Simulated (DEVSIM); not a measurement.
Device: illuminated Si n-on-p cell, one wavelength, at 300 K.

| layer (left to right) | material | thickness (μm) | Nd (cm⁻³) | Na (cm⁻³) | τn (s) | τp (s) | absorption coefficient (cm⁻¹) |
|---|---|---|---|---|---|---|---|
| 1 | Si | 0.560 | 2.6e18 | - | 7.1e-5 | 2.4e-6 | 65000 |
| 2 | Si | 98.0 | - | 4.9e16 | 0.00017 | 0.00017 | 65000 |

Left contact: ohmic, minority hole recombination velocity 2e6 cm/s. Right contact: ohmic, minority electron recombination velocity 200 cm/s. Voltage is applied to the left contact. Recombination: SRH at mid-gap, radiative, Auger. Gap narrowing is on: ΔEg = 6.92 meV × (l + √(l² + 0.5)), l = ln(N/1.3e17 cm⁻³), shared equally by both band edges. Light enters at the left, 1.1e17 photons cm⁻² s⁻¹, one pass, no reflection. Mobility is μmin + (μ − μmin)/(1 + (N/Nref)^α).

The device is made up for the run: typed textbook-type constants, with dimensions and the other settings drawn at random. Values at 300 K.

```csv
parameter,Si
gap (eV),1.124
affinity (eV),4.05
permittivity,11.7
Nc (cm⁻³),2.86e19
Nv (cm⁻³),3.1e19
μn (cm²/Vs),1417
μp (cm²/Vs),470
"μn,min",52
"μp,min",45
"Nref,n",9.7e16
"Nref,p",2.2e17
αn,0.68
αp,0.72
B (cm³/s),4.7e-15
Cn (cm⁶/s),2.8e-31
Cp (cm⁶/s),9.9e-32
```

Model (solved in DEVSIM): 1D drift-diffusion, Boltzmann statistics, complete ionisation; no tunnelling, impact ionisation, image-force lowering or self-heating.

The photon flux was swept, all else fixed.

```
photon flux (cm^-2 s^-1)  largest power (mW/cm²)  fill factor  open-circuit voltage (V)  short-circuit current (mA/cm²)
------------------------  ----------------------  -----------  ------------------------  ------------------------------
3.3e15                                    0.0566         0.79                     0.471                           0.151
1.1e16                                     0.203         0.80                     0.502                           0.505
3.3e16                                     0.652         0.81                     0.530                            1.51
1.1e17                                      2.31         0.82                     0.562                            5.05
3.3e17                                      7.37         0.83                     0.590                            15.1
1.1e18                                      26.0         0.83                     0.621                            50.5
3.3e18                                      82.0         0.83                     0.650                             151
```

From the first row to the last the largest power goes from 0.0566 to 82.0. From the first row to the last the fill factor goes from 0.79 to 0.83.
